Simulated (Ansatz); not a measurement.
Data:

```xyz
2
Lattice="0.0000 2.2681 2.2681 2.2681 0.0000 2.2681 2.2681 2.2681 0.0000" Properties=species:S:1:pos:R:3 pbc="T T T"
O      0.0000     0.0000     0.0000
Ca     2.2681     2.2681     2.2681
```

No spin polarisation.

Calculations: PBE (Ansatz, a first-principles code), no SOC. k-mesh 12×12×12 (Γ-centred); smearing 0.05 eV (Fermi–Dirac).

Question: What band gap does the calculation give?

Answer: 3.53 eV.

Question: Estimate the electron mass.

Answer: 1.4 mₑ along k, 0.38 mₑ across (at X).

Question: Predict the hole mass (degenerate bands, along [100]).

Answer: 0.32, 2.8, 2.8 mₑ (at Γ).

Question: Predict the gap character.

Answer: Indirect, Γ → X.

Load acts through the strain it causes; cell and atoms are relaxed under it. Effective masses come from finite differences of ±0.01 Å⁻¹. Along k means along the line from Γ to the band edge. Stability against distortions was not tested. No other phases were tried under pressure. The cell was made from CaO in the rock salt structure (space group Fm-3m, No. 225) by this change: pressure 30 GPa.
